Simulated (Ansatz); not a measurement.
```xyz
4
Lattice="3.7985 0.0000 0.0000 -1.8993 3.2896 0.0000 0.0000 0.0000 6.0423" Properties=species:S:1:pos:R:3 pbc="T T T"
Li     1.8993     1.0965     5.3097
Li     0.0000     2.1931     2.2886
Cl     1.8993     1.0965     2.9985
Cl     0.0000     2.1931     6.0196
```

Relaxed-ion tensors in this frame from LDA in Ansatz (an electronic-structure program). Proper piezoelectric stress tensor e (C/m²):

```
 0.00   0.00   0.00   0.00   0.15   0.00
 0.00   0.00   0.00   0.15   0.00   0.00
 0.20   0.20  -0.45   0.00   0.00   0.00
```

Stiffness C (GPa):

```
41.1  26.1  24.3   0.0   0.0   0.0
26.1  41.1  24.3   0.0   0.0   0.0
24.3  24.3  39.6   0.0   0.0   0.0
 0.0   0.0   0.0   8.5   0.0   0.0
 0.0   0.0   0.0   0.0   8.5   0.0
 0.0   0.0   0.0   0.0   0.0   7.5
```

The cell is a database entry relaxed within its symmetry; it need not be the phase found at ambient conditions.

Obtain the piezoelectric strain tensor d.

d = e S with S = C⁻¹, in pC/N:

```
  0.0    0.0    0.0    0.0   17.6    0.0
  0.0    0.0    0.0   17.6    0.0    0.0
 12.7   12.7  -27.0    0.0    0.0    0.0
```
Away from Γ the polar cell without biaxial strain shows no imaginary mode on a 2×2×2 mesh.
